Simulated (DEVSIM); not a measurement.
System: Al0.4Ga0.6As/GaAs n-p heterojunction, at 300 K.

Layer 1 from the left is Al0.4Ga0.6As, thickness (μm) 0.120, Nd (cm⁻³) 5.1e16, τn (s) 7.1e-10, τp (s) 7.1e-10. Layer 2 from the left is GaAs, thickness (μm) 2.40, Na (cm⁻³) 5.1e15, τn (s) 7.1e-10, τp (s) 7.1e-10.

Left contact: ohmic. Right contact: ohmic. Voltage is applied to the left contact. Recombination: SRH at mid-gap, radiative. Mobility is μmin + (μ − μmin)/(1 + (N/Nref)^α).

Constants are typed, rounded textbook-type inputs, not results; the design itself was drawn at random and stands for no fabricated device. Values at 300 K.

Al0.4Ga0.6As: gap (eV) 1.9228, affinity (eV) 3.754, permittivity 11.76, Nc (cm⁻³) 7.93e17, Nv (cm⁻³) 9e18, μn (cm²/Vs) 3220, μp (cm²/Vs) 158, μn,min 500, μp,min 20, Nref,n 6e16, Nref,p 1.5e17, αn 0.39, αp 0.38, B (cm³/s) 2e-10. GaAs: gap (eV) 1.424, affinity (eV) 4.07, permittivity 12.9, Nc (cm⁻³) 4.7e17, Nv (cm⁻³) 9e18, μn (cm²/Vs) 8500, μp (cm²/Vs) 400, μn,min 500, μp,min 20, Nref,n 6e16, Nref,p 1.5e17, αn 0.39, αp 0.38, B (cm³/s) 2e-10.

Model (solved in DEVSIM): 1D drift-diffusion, Boltzmann statistics, complete ionisation; no tunnelling, impact ionisation, image-force lowering or self-heating. Band offsets follow the typed affinities; no thermionic-emission limit at abrupt steps, no polarisation charge.

### Question
What does the simulation give for the dark forward voltage at 100 A/cm², the dark forward voltage at 1 A/cm²?

### Answer
dark forward voltage at 100 A/cm² 1.104 V; dark forward voltage at 1 A/cm² 0.940 V.
